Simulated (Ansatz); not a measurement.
```
PbI2
1.0
    4.62331     0.00000     0.00000
   -2.31166     4.00390     0.00000
    0.00000     0.00000    19.74220
Pb I
1 2
Direct
  0.00000   0.00000   0.50000
  0.33333   0.66667   0.59559
  0.66667   0.33333   0.40441
```

Calculation: PBE with spin-orbit coupling, rigid bands (plane waves, PAW; Ansatz, a program for electronic structure). Condition of this run: biaxial strain -1 % with spin-orbit coupling. Geometry: cell and atoms relaxed with PBE, then loaded as said.

Q: Predict the hole conductivity mass (n e² τ/σ) at 300 K, by direction if it differs.

A: 1.86 mₑ.

Q: What conductivity effective mass do dilute electrons have at 300 K?

A: 0.35 mₑ.

Q: And the band gap?

A: 1.79 eV at this level; semilocal functionals usually fall short of the measured gap.

Rigid bands, one relaxation time for all states, no polarons.
